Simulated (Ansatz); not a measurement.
Take Sn4Pd (space group Ccce, No. 68; a = 6.4426 Å, b = 11.4222 Å, c = 6.3977 Å) as the base. Axes: x, y, z lie along a, b, c of the conventional cell.

Level of theory: DFT with PBEsol, PAW potentials and a 420 eV plane-wave cutoff in Ansatz (a first-principles code), no spin-orbit coupling.

Base values:

Pressure: 0.0 GPa
Shortest interatomic distance: 2.779 Å

The change: compressive biaxial strain of 2.64 % in the plane normal to [001], as in epitaxy on a mismatched substrate; the out-of-plane cell vector and the atoms relax.

Problem. What does the calculation give for the pressure after the change?

Solution. The pressure (mean of the normal stresses, compression positive) goes from zero to 2.5 GPa.

Problem. Estimate the effect on the energy relative to the base.

Solution. The energy rises by 14 meV/atom.

Problem. Estimate the effect on the shortest interatomic distance.

Solution. The shortest interatomic distance decreases by 0.012 Å to 2.767 Å.

Without a gap, meshes like the base's 8×8×8 leave anisotropic stresses uncertain by several tenths of a GPa, and small strain energies with them. No phonon test of stability was made. The final runs are not spin-polarised.
